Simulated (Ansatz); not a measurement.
The reference is WC (space group P-6m2, No. 187; a = 2.9122 Å, c = 2.8362 Å). Axes: x lies along a and z along c of the hexagonal cell.

Structures relaxed with DFT with r2SCAN, PAW potentials and a 500 eV plane-wave cutoff in Ansatz (a first-principles code), no SOC.

Base:

Simulated powder pattern, Cu Kα, λ = 1.54184 Å (kinematic, ideal powder, no thermal factors, no anomalous dispersion; the 14 strongest lines at most, above 2 %, up to 2θ = 90°):

```json
[
 {"2θ (°)": "31.54", "I/Imax (%)": "43", "hkl": "(001)"},
 {"2θ (°)": "35.60", "I/Imax (%)": "100", "hkl": "(100)"},
 {"2θ (°)": "48.29", "I/Imax (%)": "96", "hkl": "(101)"},
 {"2θ (°)": "63.94", "I/Imax (%)": "22", "hkl": "(110)"},
 {"2θ (°)": "65.86", "I/Imax (%)": "6.7", "hkl": "(002)"},
 {"2θ (°)": "73.05", "I/Imax (%)": "25", "hkl": "(111)"},
 {"2θ (°)": "75.38", "I/Imax (%)": "12", "hkl": "(200)"},
 {"2θ (°)": "77.17", "I/Imax (%)": "23", "hkl": "(102)"},
 {"2θ (°)": "83.99", "I/Imax (%)": "20", "hkl": "(201)"}
]
```

After one change:

Simulated powder pattern, Cu Kα, λ = 1.54184 Å (kinematic, ideal powder, no thermal factors, no anomalous dispersion; the 14 strongest lines at most, above 2 %, up to 2θ = 90°):

| 2θ (°) | I/Imax (%) |
|---|---|
| 31.45 | 44 |
| 35.92 | 100 |
| 48.47 | 97 |
| 64.56 | 22 |
| 65.64 | 6.9 |
| 73.58 | 26 |
| 76.14 | 12 |
| 77.15 | 24 |
| 84.69 | 20 |

Which of these changes matches the shifts?
A) biaxial strain −2.47 %, plane normal [001], relaxed out of plane
B) biaxial strain −0.86 %, plane normal [001], relaxed out of plane
C) biaxial strain −2.09 %, plane normal [001], relaxed out of plane
D) uniaxial strain ε_yy = −3.01 %

B, biaxial strain −0.86 %, plane normal [001], relaxed out of plane. Its volume per atom is 10.27 Å³ against 10.42 Å³, and its space group is P-6m2 (No. 187).

No phonon test of stability was made. The final runs are not spin-polarised.
